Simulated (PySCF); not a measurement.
PySCF 2.14.0, unrestricted R2SCAN/def2-svp, df: Ti(O)2 anion ([O]=[Ti]=[O]), charge -1, multiplicity 2, 3 atoms. The geometry is a generated start, not checked to be a minimum at this level.

| Item | Result |
|---|---|
| task | energy |
| method | r2scan |
| basis | def2-svp |
| two-electron scheme | density fitting |
| mol.max_memory | 3000 MB |
| mf.max_cycle | 100 |
| mf.init_guess | minao (default) |
| mf.DIIS | CDIIS (default) |
| mf.diis_space | 8 (default) |
| mf.conv_tol | 1e-09 (default) |
| mf.grids.level | 3 (default) |
| basis functions | 59 |
| grid points | 49072 |

```xyz
3

Ti     0.3568    -0.3079     0.3638
O      0.8649     0.3539    -1.0368
O     -1.2217    -0.0460     0.6730
```

Charge -1 and multiplicity 2 are set for this test and not shown to be the ground state.

One run each on 2 threads, 1 BLAS thread. Values of level_shift (Hartree) tried: 0 (default), 0.1, 0.3, 1.

**Question.** How does the count of Fock builds change with level_shift (Hartree), and where is it least?

**Answer.** Fewest Fock builds: 0 (default) with 16. The count rises to 97 at 1. All converge to one solution.

```json
[
 {"level_shift (Hartree)": "0 (default)", "Fock builds": "16", "end": "same solution"},
 {"level_shift (Hartree)": "0.1", "Fock builds": "22", "end": "same solution"},
 {"level_shift (Hartree)": "0.3", "Fock builds": "64", "end": "same solution"},
 {"level_shift (Hartree)": "1", "Fock builds": "97", "end": "same solution"}
]
```
